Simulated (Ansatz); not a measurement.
BN: isotropic strain −5.31 %

Consider BN in the zinc blende structure (space group F-43m, No. 216; a = 3.610 Å).

One thing is altered: an isotropic linear strain of −5.31 %, atoms relaxed at fixed cell.

Computed with r2SCAN, PAW, 500 eV (Ansatz, a quantum-chemistry and plane-wave program; no SOC). Γ-centred 16×16×16 mesh, Fermi–Dirac width 0.05 eV.

* **Volume per atom**: 4.99 Å³ (base 5.88 Å³)
* **Space group**: F-43m (No. 216) (base F-43m (No. 216))
* **Shortest interatomic distance**: 1.480 Å (base 1.563 Å)
* **Energy relative to the base (free energy F)**: +0.210 eV/atom
* **Pressure**: 86.14 GPa (base 0.00 GPa)
* **Band gap**: 5.20 eV (base 5.00 eV)
* **Gap character**: indirect, Γ → X (base indirect, Γ → X)
* **Smallest direct gap**: 10.41 eV (base 9.59 eV)
* **Electron mass**: 0.82 mₑ along k, 0.28 mₑ across (at X) (base 0.87 mₑ along k, 0.29 mₑ across (at X))
* **Hole mass (degenerate bands, along [100])**: 0.47, 0.47, 0.54 mₑ (at Γ) (base 0.48, 0.51, 0.51 mₑ (at Γ))

Cost of the whole job for the changed cell (relaxation, final SCF and bands): around 9 core-seconds (rough).

Masses are band curvatures over ±0.01 Å⁻¹ around the edge. Along k means along the line from Γ to the band edge. Whether these cells are dynamically stable was not tested.
